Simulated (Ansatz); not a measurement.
## Hypothetical R3m AlZnInO4: pressure series

The reference is AlZnInO$_{4}$ (space group R3m, No. 160; a = 3.2923 Å, c = 25.9221 Å (hexagonal axes); a hypothetical phase, not in the database extracts checked).

Cell and atoms are relaxed at each pressure.

Computed with plane-wave PAW DFT at the PBE level (Ansatz, a quantum-chemistry and plane-wave program, 420 eV), no spin-orbit coupling.

| case | band gap | smallest direct gap | shortest interatomic distance |
|---|---|---|---|
| base | 1.76 eV | 1.77 eV | 1.895 Å |
| pressure −1 GPa | 1.74 eV | 1.75 eV | 1.898 Å |
| pressure 0.3 GPa | 1.77 eV | 1.78 eV | 1.894 Å |
| pressure 0.7 GPa | 1.78 eV | 1.78 eV | 1.892 Å |
| pressure 1.5 GPa | 1.80 eV | 1.80 eV | 1.890 Å |
| pressure 3 GPa | 1.83 eV | 1.84 eV | 1.885 Å |
| pressure 5 GPa | 1.87 eV | 1.88 eV | 1.879 Å |
| pressure 7.5 GPa | 1.92 eV | 1.93 eV | 1.871 Å |
| pressure 10 GPa | 1.97 eV | 1.98 eV | 1.864 Å |

Load acts through the strain it causes; cell and atoms are relaxed under it. Stability against distortions was not tested. Competing high-pressure phases were not computed.
